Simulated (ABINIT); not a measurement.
A short convergence ladder for AgCl (Fm-3m, 2 atoms in the cell)

```xyz
2
Lattice="0.0000 2.7611 2.7611 2.7611 0.0000 2.7611 2.7611 2.7611 0.0000" Properties=species:S:1:pos:R:3 pbc="T T T"
Ag     0.0000     0.0000     0.0000
Cl     2.7611     2.7611     2.7611
```

Base method: PBE, norm-conserving pseudopotentials (PseudoDojo nc-sr-05 PBE standard) (plane waves; ABINIT).

Base settings: pseudos = [Ag.upf, Cl.upf]; ecut = 82 Ry; ixc = 11; occopt = 3; tsmear = 0.02 eV; ngkpt = 5 5 5; nshiftk = 1; shiftk = 0 0 0; potentials = PseudoDojo nc-sr-05 PBE standard; nband = 18.

**Zone-centre phonons against the cutoff**

In this ladder: occopt = 1; tsmear = default; nband = 13; toldfe = default; prtwf = default; prtden = default; istwfk = *1; tolvrs1 = 1e-16; ndtset = 3.

The mesh stays at the base's, so the ladder's end is converged at best in this setting alone.

Frequencies are those of the unrelaxed cell, without the LO-TO term of polar crystals.

Only quantities that move along the ladder and can be compared are tabulated.

```csv
ecut,highest zone-centre frequency (cm⁻¹),largest Born charge (mean of the diagonal) (e),mean ε∞
40 Ry,118.1,1.684,5.324
58 Ry,114.1,1.487,5.277
70 Ry,113.9,1.486,5.278
82 Ry,114.1,1.486,5.279
```

Coarsest ecut that holds the largest Born charge (mean of the diagonal) within 0.01 e of the last step, with all finer ones: 58 Ry; the step before is off by 0.20 e.

Coarsest ecut that holds the mean ε∞ within 0.02 of the last step, with all finer ones: 58 Ry; the step before is off by 0.045.

Coarsest ecut that holds the highest zone-centre frequency within 2 cm⁻¹ of the last step, with all finer ones: 58 Ry; the step before is off by 4.1 cm⁻¹.

On the base run: the starting cell has typed, rounded lattice constants, without a prior relaxation at this level. Its lattice was rescaled by up to half a per cent.
